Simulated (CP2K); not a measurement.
Band structure of SrGe₃Pd (I4mm, 5 atoms in the cell).

```yaml
crystal:
  lattice:
    - [6.04245, 0.00000, 0.00000]
    - [2.71853, 5.39637, 0.00000]
    - [-4.38049, -2.69819, 3.16896]
  atoms:
    - { symbol: Sr, position: [0.99859, 0.99859, 0.00000] }
    - { symbol: Ge, position: [0.39970, 0.39970, 0.00000] }
    - { symbol: Ge, position: [0.75315, 0.25315, 0.50000] }
    - { symbol: Ge, position: [0.25315, 0.75315, 0.50000] }
    - { symbol: Pd, position: [0.64310, 0.64310, 0.00000] }
```

Method: PBEsol, GPW, DZVP-MOLOPT-SR-GTH basis, GTH-PBE potentials (GTH_POTENTIALS) (CP2K).

Settings: CUTOFF = 500 Ry; REL_CUTOFF = 40 Ry; SMEAR/METHOD = GAUSSIAN; SIGMA = 0.1 eV; KPOINTS/SCHEME = MONKHORST-PACK 6 6 6; GAMMA_CENTERED = T; XC_FUNCTIONAL = PBE:PBESOL; Sr/BASIS_SET = DZVP-MOLOPT-SR-GTH-q10; Sr/POTENTIAL = GTH-PBE-q10; Ge/BASIS_SET = DZVP-MOLOPT-SR-GTH-q4; Ge/POTENTIAL = GTH-PBE-q4; Pd/BASIS_SET = DZVP-MOLOPT-SR-GTH-q18; Pd/POTENTIAL = GTH-PBE-q18; METHOD = GPW.

The starting cell comes from a database of computed structures (which also holds hypothetical and non-ambient phases and stackings), without a prior relaxation at this level. Spin polarisation is off. Values carry the incompleteness of an atom-centred basis. The potentials were made for another functional than the one used.

Levels in eV from the Fermi level, bands 17 to 22:
```tsv
point	17	18	19	20	21	22
Γ	-3.14	-2.06	-2.06	0.50	0.50	0.71
X	-3.26	-2.63	-2.24	-2.23	2.16	2.69
Y	-3.14	-2.74	-1.98	-1.71	2.08	2.48
S	-2.32	-1.87	-1.55	-0.41	0.48	1.05
Z	-2.80	-2.68	-0.69	1.53	1.81	1.81
S1	-2.32	-1.87	-1.55	-0.41	0.48	1.05
N	-2.99	-2.03	-1.35	-0.23	0.05	1.11
P	-3.45	-2.39	-2.39	-2.18	1.41	3.20
Y1	-3.14	-2.74	-1.98	-1.71	2.08	2.48
```

Bands cross the Fermi level along this path, so the cell is metallic at this level.

Higher empty bands are left out: an atom-centred basis made for the valence describes them poorly.
